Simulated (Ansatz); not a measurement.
One base run on YBiO2F2 (P-4m2, 6 atoms in the cell) and variants with one or two settings moved

```xyz
6
Lattice="4.0224 0.0000 0.0000 0.0000 4.0224 0.0000 0.0000 0.0000 5.7490" Properties=species:S:1:pos:R:3 pbc="T T T"
Y      0.0000     0.0000     0.0000
Bi     2.0112     2.0112     2.8745
O      0.0000     2.0112     4.2866
O      2.0112     0.0000     1.4624
F      0.0000     2.0112     1.2626
F      2.0112     0.0000     4.4864
```

Base run A: PBE0, default PAW files made with PBE (Ansatz, a first-principles code), self-consistent single point.

Its settings: basis.ecutwfc = 420 eV; kpoints.mp_grid.grid = 5 5 4; kpoints.mp_grid.shift = 0.5 0.5 0.5; hamiltonian.xc = pbe0; hamiltonian.pseudopotentials = {kind: paw} (the program's default PAW files); scf.occupations.method = fixed.

The starting cell comes from a database of computed structures (which also holds hypothetical and non-ambient phases and stackings), without a prior relaxation at this level. Its lattice was rescaled by a random factor within 2.5 % of one. Spin-orbit coupling is off. In the base run, with a pressure of about -12 GPa the cell is away from its equilibrium volume at this level. Ansatz's pressure includes its estimate of the finite-basis (Pulay) stress. Another mesh or the band path of this cell gives a smaller gap, so this value is not converged in the mesh.

ΔF is the free energy per atom less that of run A. A dash stands where there is no value to compare (another energy zero or no entropy term, no result, no spin, no clean gap, or a mesh too coarse for one). Total energies depend on the potentials, the functional and any Hubbard or dispersion term, so they are compared only between runs that share all of them.

Runs:
- B: hamiltonian.xc: pbe0 → pbesol [PBEsol]
- C: hamiltonian.xc: pbe0 → hse06 [HSE06]
- D: kpoints.mp_grid.shift: 0.5 0.5 0.5 → default
- E: scf.convergence.dr2_threshold: default (1e-07 eV) → 1e-10 eV
- F: scf.mixing.algorithm: default (the program chose MSR1) → anderson; scf.mixing.beta: default → 0.9

```tsv
run	ΔF (meV/atom)	pressure (GPa)	largest force (eV/Å)	gap on the mesh (eV)	k-points
A	0.00	-11.79	0.198	4.405	12
B	–	-12.26	0.256	2.604	12
C	–	-11.67	0.201	3.696	12
D	-0.02	-11.79	0.198	3.829	18
E	0.00	-11.79	0.198	4.405	12
F	0.00	-11.79	0.198	4.405	12
```

Run C against A: The pressure goes from -11.79 to -11.67 GPa, the largest force moves little (0.198 to 0.201 eV/Å) and the gap on the mesh goes from 4.405 to 3.696 eV.

Run D against A: The free energy stays essentially unchanged (within 1 meV/atom), the pressure stays at -11.79 GPa, the largest force stays at 0.198 eV/Å and the gap on the mesh goes from 4.405 to 3.829 eV.

Run B against A: The pressure goes from -11.79 to -12.26 GPa, the largest force goes from 0.198 to 0.256 eV/Å and the gap on the mesh goes from 4.405 to 2.604 eV.

Keys are those of Ansatz 0.2.
